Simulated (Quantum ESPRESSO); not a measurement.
Input and output of a self-consistent single point for VW (Cmm2, 2 atoms in the cell) (Quantum ESPRESSO).

Method of the run: PBEsol, GBRV 1.5 ultrasoft (PBESOL) pseudopotentials (plane waves; Quantum ESPRESSO).

```xyz
2
Lattice="1.5528 -2.2305 0.0000 1.5528 2.2305 0.0000 0.0000 0.0000 4.2928" Properties=species:S:1:pos:R:3 pbc="T T T"
V      0.0000     0.0000     0.0500
W      1.5528     0.0000     2.1464
```

Reference input (self-consistent single point, DFT, PBEsol, plane waves, GBRV 1.5 ultrasoft (PBESOL) pseudopotentials): ecutwfc = 50 Ry; ecutrho = 400 Ry; occupations = smearing; smearing = gauss; degauss = 0.0073499 Ry; potentials = {V: v_pbesol_v1.4.uspp.F.UPF, W: w_pbesol_v1.2.uspp.F.UPF}; K_POINTS = automatic 6 6 4 0 0 0; conv_thr = 1e-11 Ry; mixing_beta = 0.3. This run's input differs from it in these lines:

```diff
@@ -14,5 +14,3 @@
    ecutrho = 400
-   occupations = 'smearing'
-   smearing = 'gauss'
-   degauss = 0.0073499
+   occupations = 'tetrahedra_opt'
 /
@@ -33,3 +31,3 @@
 K_POINTS {automatic}
-6 6 4  0 0 0
+8 8 5  0 0 0
```

Output (repeated stretches shortened):

```
     Self-consistent Calculation

     iteration #  1     ecut=    50.00 Ry     beta= 0.30

     Threshold (ethr) on eigenvalues was too large:
     Diagonalizing with lowered threshold

     negative rho (up, down):  6.417E-02 0.000E+00

     total energy              =    -304.02011309 Ry
     estimated scf accuracy    <       0.15896287 Ry

     iteration #  2     ecut=    50.00 Ry     beta= 0.30

     negative rho (up, down):  6.465E-02 0.000E+00

     total energy              =    -304.01550557 Ry
     estimated scf accuracy    <       0.10104290 Ry

     iteration #  3     ecut=    50.00 Ry     beta= 0.30

     negative rho (up, down):  6.596E-02 0.000E+00

     total energy              =    -304.02502480 Ry
     estimated scf accuracy    <       0.06422252 Ry

   [... 95 blocks of this kind left out ...]

     iteration # 99     ecut=    50.00 Ry     beta= 0.30

     negative rho (up, down):  6.759E-02 0.000E+00

     total energy              =    -304.03124137 Ry
     estimated scf accuracy    <       0.00000005 Ry

     iteration #100     ecut=    50.00 Ry     beta= 0.30

     negative rho (up, down):  6.759E-02 0.000E+00

     total energy              =    -304.03124137 Ry
     estimated scf accuracy    <       0.00000005 Ry
     End of self-consistent calculation

     convergence NOT achieved after 100 iterations: stopping

   JOB DONE.
```

The run ended unconverged after 100 iterations. 

The starting cell comes from a database of computed structures (which also holds hypothetical and non-ambient phases and stackings), without a prior relaxation at this level. Its lattice was rescaled by up to half a per cent. One atom was moved a little off its site on purpose.

Cost on one core of a shared machine: roughly 4 min.
